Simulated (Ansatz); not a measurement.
Start from TiAl (space group P4/mmm, No. 123; a = 2.7675 Å, c = 3.9955 Å).

The values are results of LDA (Ansatz, an electronic-structure program, PAW, no spin-orbit coupling), not measurements.

Base values:

| Quantity | Value |
|---|---|
| Lattice parameter a | 2.768 Å |
| c/a ratio | 1.444 |

Now apply this change: a negative pressure, −2 GPa.

Q: Predict the new lattice parameter a and c/a ratio.

A: The lattice parameter a increases by 0.0148 Å to 2.782 Å; the c/a ratio stays 1.444.

Load acts through the strain it causes; cell and atoms are relaxed under it. Stability against distortions was not tested. The final runs are not spin-polarised.
